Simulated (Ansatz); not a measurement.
Nb: response to strain

Take Nb in the bcc (W type) structure (space group Im-3m, No. 229; a = 3.304 Å; relaxed with 0.1 eV smearing) as the base.

Strains are applied to the cell and any free atomic positions relax.

The values are results of r2SCAN, PAW, 500 eV (Ansatz, a first-principles code; no SOC), not measurements.

Notes on the quantities. energy relative to the base: free energy F.

```csv
isotropic strain (%),energy relative to the base (meV/atom)
-3,85.5
-2.5,58.6
-2,?
-1.5,20.6
-1,9.0
-0.5,2.2
0,0.0
```

**Question.** Fit ΔE = Aε² + Bε³ (ε in %) to the rows shown and predict the withheld row.

**Answer.** Least squares on the printed values gives A = 8.78 and B = -0.24 meV/atom (largest residual 0.0 meV/atom); this predicts 37.0 meV/atom, and the run gives 37.1 meV/atom, in agreement.

Whether these cells are dynamically stable was not tested. All final runs are without spin polarisation.
